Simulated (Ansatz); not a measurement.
HfSi2 (Cmcm, No. 63, 6 atoms in the cell; start mp-1069)

Level of theory: PBEsol (Ansatz, a program for electronic structure, PAW).

Settings: plane-wave cutoff 500 eV, 12×12×12 k mesh, Fermi–Dirac smearing 0.05 eV, scalar-relativistic PAW data made under PBE.

Cell (relaxed at this level):

```cif
data_Hf4Si8
_chemical_formula_sum 'Hf4 Si8'
_space_group_name_H-M_alt 'Cmcm'
_space_group_IT_number 63
_space_group_name_Hall '-C 2c 2'
_cell_length_a 3.65203
_cell_length_b 14.33650
_cell_length_c 3.63576
_cell_angle_alpha 90.000
_cell_angle_beta 90.000
_cell_angle_gamma 90.000
loop_
_space_group_symop_operation_xyz
  'x, y, z'
  '-x, -y, -z'
  '-x, -y, z+1/2'
  'x, y, -z+1/2'
  'x, -y, -z'
  '-x, y, z'
  '-x, y, -z+1/2'
  'x, -y, z+1/2'
  'x+1/2, y+1/2, z'
  '-x+1/2, -y+1/2, -z'
  '-x+1/2, -y+1/2, z+1/2'
  'x+1/2, y+1/2, -z+1/2'
  'x+1/2, -y+1/2, -z'
  '-x+1/2, y+1/2, z'
  '-x+1/2, y+1/2, -z+1/2'
  'x+1/2, -y+1/2, z+1/2'
loop_
_atom_site_label
_atom_site_type_symbol
_atom_site_symmetry_multiplicity
_atom_site_Wyckoff_symbol
_atom_site_fract_x
_atom_site_fract_y
_atom_site_fract_z
_atom_site_occupancy
Hf1 Hf 4 c 0.00000 0.10465 0.75000 1
Si1 Si 4 c 0.00000 0.25021 0.25000 1
Si2 Si 4 c 0.00000 0.55533 0.25000 1
```
(The calculation used a cell of 6 atoms; values per cell refer to that cell.)

```json
{
 "band_gap": "none"
}
```

Note: the relaxation could not lower the start's symmetry, so the cell can be a saddle point above a distorted one.

Spin–orbit coupling is not included.

Computed values are for the static lattice.

A start named mp-… is a Materials Project structure, which need not be a measured phase.
